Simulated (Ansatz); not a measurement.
ScOF (model structure, P2₁, No. 4, 12 atoms in the cell)

These are PBEsol (Ansatz, a quantum-chemistry and plane-wave program, PAW) values and carry that method's errors.

Run with plane-wave cutoff 520 eV, 8×8×8 k mesh, Fermi–Dirac smearing 0.01 eV, scalar-relativistic PAW data made under PBE.

Cell (relaxed with PBEsol):

Space group P2₁ (No. 4); a = 5.019 Å, b = 5.054 Å, c = 5.200 Å, α = 90.00°, β = 93.46°, γ = 90.00°

```tsv
atom	site	symmetry	x	y	z
Sc	2a	1	0.2581	0.2235	0.0172
Sc	2a	1	0.2808	0.7472	0.4477
F	2a	1	0.0634	0.3788	0.3718
O	2a	1	0.0721	0.8907	0.1416
F	2a	1	0.4401	0.4926	0.7416
O	2a	1	0.5304	0.4933	0.2499
```

For ScOF (model structure, P2₁, No. 4, 12 atoms in the cell), the band gap is 4.44 eV (indirect), the smallest direct gap on the k points sampled comes out as 4.63 eV and the direct gap at Γ comes out as 4.85 eV.

Note: the relaxation could raise the start's symmetry but not lower it, so the cell can be a saddle point.

Static lattice: no zero-point or thermal effects.

A model structure was made by putting elements into a prototype or built by hand; it is no filed structure, need not be a known phase, and can be a saddle point held by its symmetry.
